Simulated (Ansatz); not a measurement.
This concerns the formation energy of ZrO2 (P2₁/c) from the elements. Reaction: Zr (hcp) + O2 (gas) → ZrO2 (P2₁/c). Negative: the products are lower in energy. The value is per atom of the solid.

ZrO2 (P2₁/c), 12 atoms in the cell, k-point mesh 8×8×6 on the run's own vectors.
```cif
data_O8Zr4
_chemical_formula_sum 'Zr4 O8'
_space_group_name_H-M_alt 'P21/c'
_space_group_IT_number 14
_space_group_name_Hall '-P 2ybc'
_cell_length_a 5.18931
_cell_length_b 5.24172
_cell_length_c 5.37908
_cell_angle_alpha 90.000
_cell_angle_beta 99.673
_cell_angle_gamma 90.000
loop_
_space_group_symop_operation_xyz
  'x, y, z'
  '-x, -y, -z'
  '-x, y+1/2, -z+1/2'
  'x, -y+1/2, z+1/2'
loop_
_atom_site_label
_atom_site_type_symbol
_atom_site_symmetry_multiplicity
_atom_site_Wyckoff_symbol
_atom_site_fract_x
_atom_site_fract_y
_atom_site_fract_z
_atom_site_occupancy
Zr1 Zr 4 e 0.27571 0.04385 0.21015 1
O1 O 4 e 0.06488 0.32616 0.35018 1
O2 O 4 e 0.54892 0.25674 0.02471 1
```

Zr (hcp, P6₃/mmc), 2 atoms in the cell, k-point mesh 24×24×12 on the run's own vectors. Conventional cell: a = b = 3.2309 Å, c = 5.1784 Å, α = β = 90.00°, γ = 120.00°.

An isolated O2 molecule (triplet) in a box of 11 × 11 × 13 Å.

All numbers come from Ansatz (a first-principles code), plane waves with PAW, its PAW set soft_1, cutoff 420 eV, 500 eV for r2SCAN. The structures are at rest with PBE; other levels are single points on them, but for the rows marked own geometry. HSE06 runs on coarser k-point meshes, mended by the PBE difference between the two meshes. Some cells are metallic or hold partly filled levels, where a hybrid on a coarse mesh is less sure. Neutral cells; Fermi-Dirac smearing of at most 0.10 eV in the solids, energies taken to zero width. The lattices are those relaxed with PBE, so at other levels the solids can be strained, which adds to the spread. A dispersion term (D3(BJ), or D4 for r2SCAN) was computed beside these levels and is taken off wherever the name lacks it. Space groups of crystals are read within 0.01 Å. Static lattices, no vibrational contributions. No structure search was made; lower ones may exist.

### Question
What is the computed value (PBE)?

### Answer
-3.42 eV/atom, for Zr (hcp) + O2 (gas) → ZrO2 (P2₁/c).

### Question
What do the other levels give, and how wide is the spread?

### Answer
```tsv
Level	value (eV/atom)	less PBE
PBE+D3(BJ)	-3.49	-0.07
r2SCAN+D4	-3.80	-0.38
HSE06+D3(BJ)	-3.64	-0.22
r2SCAN (own geometry)	-3.74	-0.32
```

The levels shown span 0.38 eV/atom, from r2SCAN+D4 (-3.80) to PBE (-3.42).
